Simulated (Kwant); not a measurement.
Device: wire with one Gaussian impurity in a InSb two-dimensional gas. Effective mass 0.014 mₑ, grid spacing 8.3 nm, hard walls, nominal width 200 nm (25 grid rows, so walls 215.8 nm apart), one parabolic valley, scattering region 600 nm long along x; energies count from the band bottom; Fermi energy swept from 0.00053719 to 0.011415 eV. Impurity U exp(−r²/2σ²), U = -0.014 eV, σ = 10 nm, 0 nm off the axis.

Constants are typed, rounded textbook-type inputs, not results; the design itself was drawn at random and stands for no fabricated device.

Kwant, effective-mass tight-binding model on a square grid, one spin, coherent transport at 0 K. Conductance is in e²/h.

Density of the scattering states that come in from the left lead, at energy = 0.0087643 eV, in bins, relative to the largest site value (x marks bins outside the device):

```
|    ...   ..    ...                         |
|=-:-+*+-:-+*=::=+*+-:::--====---------------|
|*+==#%%=-+#@*=-*%%#+=-==+***++++++++++++++++|
|#*++#@@+=*%@#==#%@#*++++**#***+++***********|
|#*++#%%+=+%@*==*##*++++******++++++++++++***|
|++==+**=-=*#+==+++==+++++=================++|
|-==--==---=+=-==---======-----==------------|
|--==----------=-::-=-----:::----------------|
|-:=+=-------===-:-++-:----:---===-----------|
|=:=*+=======+++--+#*-:===--=================|
|+-+%#*+++++**#*==#@#=-**++++++++++++++++++++|
|=-+##+++++++***==*@#=-**+==++++++++++++++++=|
|=:=*+=======+++--+#*-:===--=================|
|-:=+=-------===-:-++-:----:---===-----------|
|--==----------=-::-=-----:::----------------|
|-==--==---=+=-==---======-----==------------|
|++==+**=-=*#+==+++==+++++=================++|
|#*++#%%+=+%@*==*##*++++******++++++++++++***|
|#*++#@@+=*%@#==#%@#*++++**#***+++***********|
|*+==#%%=-+#@*=-*%%#+=-==+***++++++++++++++++|
|=-:-+*+-:-+*=::=+*+-:::--====---------------|
|    ...   ..    ...                         |
```
Scale: ten equal steps from 0.096 (start of ' ') to 0.974 (end of '@'), in the order ' .:-=+*#%@'; x runs from -292 to 292, y from -95.1 (bottom) to 95.1 (top).

The conductance there is 2.88 e²/h with 3 open channel(s) in the leads.
